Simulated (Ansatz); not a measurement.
Base system: ZnO in the wurtzite structure (space group P6_3mc, No. 186; a = 3.2298 Å, c = 5.2148 Å). Axes: x lies along a and z along c of the hexagonal cell.

Level of theory: PBEsol (Ansatz, a first-principles code, PAW, no spin-orbit coupling).

Before the change:

| Property | Result |
|---|---|
| Width of the top valence band | 1.83 eV |
| Volume per atom | 11.78 Å³ |

Perturbation: biaxial strain +4.44 %, plane normal [001], relaxed out of plane (Cartesian); in-plane vectors clamped, the third vector and the atoms free.

Question: What happens to the width of the top valence band and volume per atom?

Answer: The width of the top valence band decreases by 0.10 eV (1.83 eV → 1.73 eV); the volume per atom increases by 0.43 Å³ (11.78 Å³ → 12.21 Å³).

The levels and masses belong to the bands next to the band gap. Whether these cells are dynamically stable was not tested.
